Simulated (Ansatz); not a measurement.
Tl2Se (model structure, started from the CdI2 type, P-3m1, No. 164, 3 atoms in the cell), treated with PBEsol (Ansatz, a quantum-chemistry and plane-wave program, plane waves, PAW).

Run with plane-wave cutoff 520 eV, 12×12×6 k mesh (along the axes of the cell as run), Fermi–Dirac smearing 0.01 eV, scalar-relativistic PAW data made under PBE.

Cell (relaxed with PBE-D3(BJ)):

```cif
data_SeTl2
_chemical_formula_sum 'Se1 Tl2'
_space_group_name_H-M_alt 'P 1'
_space_group_IT_number 1
_cell_length_a 4.51988
_cell_length_b 4.51988
_cell_length_c 6.50254
_cell_angle_alpha 90.000
_cell_angle_beta 90.000
_cell_angle_gamma 120.000
loop_
_space_group_symop_operation_xyz
  'x, y, z'
loop_
_atom_site_label
_atom_site_type_symbol
_atom_site_fract_x
_atom_site_fract_y
_atom_site_fract_z
_atom_site_occupancy
Se1 Se 0.00000 0.00000 0.00000 1
Tl1 Tl 0.33333 0.66667 0.26360 1
Tl2 Tl 0.66667 0.33333 0.73640 1
```

Estimate the band gap and smallest direct gap on the k points sampled that the calculation returns.


* **band gap**: 0.10 eV
* **smallest direct gap on the k points sampled**: 0.24 eV

Note: the relaxation could raise the start's symmetry but not lower it, so the cell can be a saddle point; cell and atoms aren't relaxed at this level (largest force component 0.31 eV/Å, pressure -2.7 GPa).

Spin–orbit coupling is not included; it can close the smallest gap of 0.10 eV.

A model structure was made by putting elements into a prototype or built by hand; it is no filed structure, need not be a known phase, and can be a saddle point held by its symmetry.
